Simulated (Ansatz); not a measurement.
Consider K2S in the anti-fluorite structure (space group Fm-3m, No. 225).

```yaml
crystal:
  lattice:
    - [0.00000, 3.66799, 3.66799]
    - [3.66799, 0.00000, 3.66799]
    - [3.66799, 3.66799, 0.00000]
  atoms:
    - { symbol: K, position: [0.25000, 0.25000, 0.25000] }
    - { symbol: K, position: [0.75000, 0.75000, 0.75000] }
    - { symbol: S, position: [0.00000, 0.00000, 0.00000] }
```

Computed with PBEsol in Ansatz (plane waves to 420 eV, PAW, no spin-orbit coupling).

Before the change:

- Smallest direct gap = 2.58 eV
- Band gap = 2.35 eV
- Pressure = 0.01 GPa

The change: the cell is scaled by 0.9750 in all directions; the atoms relax in the strained cell.

Predict the new smallest direct gap, band gap and pressure.

The smallest direct gap grows by 0.27 eV to 2.85 eV; the band gap grows by 0.18 eV (2.35 eV → 2.53 eV); the pressure goes up by 1.80 GPa (0.01 GPa → 1.81 GPa).

No phonon test of stability was made.

Ansatz is a program for electronic structure.
